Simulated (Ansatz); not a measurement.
System: SnC (model structure, started from the wurtzite type, P6₃mc, No. 186, 4 atoms in the cell). Method: PBEsol (Ansatz, a program for electronic structure, PAW).

Run with plane-wave cutoff 520 eV, 12×12×6 k mesh (along the axes of the cell as run), Fermi–Dirac smearing 0.01 eV, scalar-relativistic PAW data made under PBE.

Cell (relaxed at this level):

SnC has the hexagonal space group P6₃mc (No. 186), the wurtzite structure, Pearson symbol hP4. Lattice parameters: a = 3.553 Å, b = 3.553 Å, c = 5.818 Å, α = 90.00°, β = 90.00°, γ = 120.00°. Sn on 2b is coordinated by 4 C at 2.176–2.185 Å (tetrahedral). C on 2b is surrounded by 4 Sn at 2.176–2.185 Å (tetrahedral). (Neighbours: up to the widest gap in distance over summed covalent radii, below 1.35, at either atom; cation-cation and far metal-metal contacts left out.)

### Question
Predict the band gap and bulk modulus B0.

### Answer

- band gap = 0.97 eV (on the SCF k mesh)
- bulk modulus B0 = 136 GPa

Note: the bulk modulus is −V dP/dV from two relaxed cells at ±2 % in volume; the relaxation could raise the start's symmetry but not lower it, so the cell can be a saddle point.

Spin–orbit coupling is not included.

Static lattice: no zero-point or thermal effects.

A model structure was made by putting elements into a prototype or built by hand; it is no filed structure, need not be a known phase, and can be a saddle point held by its symmetry.
